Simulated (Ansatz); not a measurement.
This Ansatz (an electronic-structure program) input is the reference run, Si in the diamond structure (space group Fd-3m, No. 227), computed with Ansatz, PBE, PAW, cutoff 420 eV, scalar-relativistic without spin-orbit coupling:

Ansatz 0.2 input:
```yaml
crystal:
  lattice:
    - [0, 2.7351544406, 2.7351544406]
    - [2.7351544406, 0, 2.7351544406]
    - [2.7351544406, 2.7351544406, 0]
  atoms:
    - { symbol: Si, position: [0, 0, 0] }
    - { symbol: Si, position: [0.25, 0.25, 0.25] }
basis: { ecutwfc: 420, ecutrho_ratio: 4, xc_grid: 2, fft_grid_basis: typed }
kpoints: { mp_grid: { grid: [10, 10, 10] } }
hamiltonian:
  xc: pbe
  dispersion: none
  pseudopotentials: { kind: paw }
scf: { occupations: { method: fermi_dirac, width: 0.05 }, convergence: { dr2_threshold: 0.0000000002 } }
output: { forces: true, stress: true }
checkpoint: { write: state.ck, write_every: 1000 }
```

Q: Write the input for this change: the cell is scaled by 1.0300 in all directions; the atoms relax in the strained cell.

A: 
Ansatz 0.2 input:
```yaml
crystal:
  lattice:
    - [0, 2.8172090738, 2.8172090738]
    - [2.8172090738, 0, 2.8172090738]
    - [2.8172090738, 2.8172090738, 0]
  atoms:
    - { symbol: Si, position: [0, 0, 0] }
    - { symbol: Si, position: [0.25, 0.25, 0.25] }
basis: { ecutwfc: 420, ecutrho_ratio: 4, xc_grid: 2, fft_grid_basis: typed }
kpoints: { mp_grid: { grid: [10, 10, 10] } }
hamiltonian:
  xc: pbe
  dispersion: none
  pseudopotentials: { kind: paw }
scf: { occupations: { method: fermi_dirac, width: 0.05 }, convergence: { dr2_threshold: 0.0000000002 } }
relax: { f_tol: 0.005, max_steps: 50 }
output: { forces: true, stress: true }
checkpoint: { write: state.ck, write_every: 1000 }
```
This is the input that was run.

Whether these cells are dynamically stable was not tested.
